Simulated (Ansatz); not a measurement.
The starting structures come from a database of crystals and need not be the phases stable at ambient conditions.

Consider the following.

```xyz
12
Lattice="7.3870 0.0000 0.0000 3.6935 6.4593 0.0000 3.6935 0.0000 3.6935" Properties=species:S:1:pos:R:3 pbc="T T T"
Al     0.0000     0.0000     0.0000
Al     3.6935     0.0000     0.0000
Tl     5.5403     3.2296     1.8468
Tl     9.2338     3.2296     1.8468
F      3.6935     4.6749     0.0000
F      7.3870     1.7844     0.0000
F      3.6935     1.7844     0.0000
F      7.3870     4.6749     0.0000
F      7.1547     0.0000     1.8468
F      3.9259     0.0000     1.8468
F     12.9273     6.4593     3.4612
F      5.5403     6.4593     0.2324
```

Space group of this cell: I4/mcm. The cell was relaxed by PBE-D3(BJ); by PBEsol its mean pressure is -3.3 GPa.

Transport runs along the normal of the first two printed cell vectors, the (110) plane of the conventional cell.

The gap is the functional's own, uncorrected, and κ follows it; spin-orbit coupling is left out. Mid-gap values are interpolated between the computed energies.

### Question
Compute, with PBEsol run with Ansatz (a first-principles code), the band gap and the smallest decay constant κ at mid-gap.

### Answer
Gap 4.16 eV on a 8×8×8 mesh; κ = 0.329 1/Å, at (0.000, 0.500) of the in-plane reciprocal vectors. At the zone centre, at the nearest computed energy, the slowest state has κ = 0.33 1/Å.
